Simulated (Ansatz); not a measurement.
How far to go with the k-point mesh at a smearing width of 0.05 eV: Ag (Fm-3m, 1 atom in the cell)

```
Ag
1.0
    0.00000     2.05523     2.05523
    2.05523     0.00000     2.05523
    2.05523     2.05523     0.00000
Ag
1
Direct
  0.00000   0.00000   0.00000
```

Level of theory: PBE (plane waves, PAW; Ansatz, a first-principles code).

Base settings: basis.ecutwfc = 420 eV; kpoints.mp_grid.grid = 14 14 14; hamiltonian.xc = pbe; hamiltonian.pseudopotentials = {kind: paw} (the program's default PAW files); scf.occupations.method = fermi_dirac; scf.occupations.width = 0.1 eV.

In this ladder: scf.occupations.width = 0.05 eV.

The second cell is the first with its lattice scaled by 0.98.

Only quantities that move along the ladder and can be compared are tabulated.

The count of work is k-points × plane waves × bands × iterations; it is no time. 

The starting cell has typed, rounded lattice constants, without a prior relaxation at this level. Its lattice was rescaled by up to half a per cent. Ansatz's pressure includes its estimate of the finite-basis (Pulay) stress.

| kpoints.mp_grid.grid | free energy less the last step's (meV/atom) | energy of the compressed cell less the first (meV/atom) | pressure (GPa) | count of work / last |
|---|---|---|---|---|
| 5 5 5 | -118.99 | 34.04 | 1.78 | 0.010 |
| 6 6 6 | 66.24 | 44.90 | 3.39 | 0.017 |
| 7 7 7 | -49.31 | 37.31 | 2.28 | 0.021 |
| 9 9 9 | -17.57 | 38.68 | 2.47 | 0.036 |
| 10 10 10 | 13.56 | 41.76 | 2.95 | 0.049 |
| 12 12 12 | 4.92 | 40.68 | 2.85 | 0.074 |
| 15 15 15 | 3.57 | 39.17 | 2.59 | 0.12 |
| 18 18 18 | -2.14 | 39.99 | 2.67 | 0.20 |
| 22 22 22 | -1.69 | 39.88 | 2.68 | 0.34 |
| 27 27 27 | 0.90 | 39.91 | 2.69 | 0.58 |
| 33 33 33 | 0.00 | 39.87 | 2.68 | 1.0 |

Coarsest kpoints.mp_grid.grid that holds the pressure within 0.05 GPa of the last step, with all finer ones: 18 18 18, at 0.20 of the last step's count of work; the step before is off by 0.09 GPa.

Coarsest kpoints.mp_grid.grid that holds the free energy within 2 meV/atom of the last step, with all finer ones: 22 22 22, at 0.34 of the last step's count of work; the step before is off by 2.1 meV/atom.

Coarsest kpoints.mp_grid.grid that holds the energy of the compressed cell less the first within 1 meV/atom of the last step, with all finer ones: 12 12 12, at 0.074 of the last step's count of work; the step before is off by 1.9 meV/atom.

The energy difference between the two cells stays within 1 meV/atom of the last step's from 12 12 12 on, the total only from 27 27 27 on: much of the error is common to both cells and cancels.

Keys are those of Ansatz 0.2.
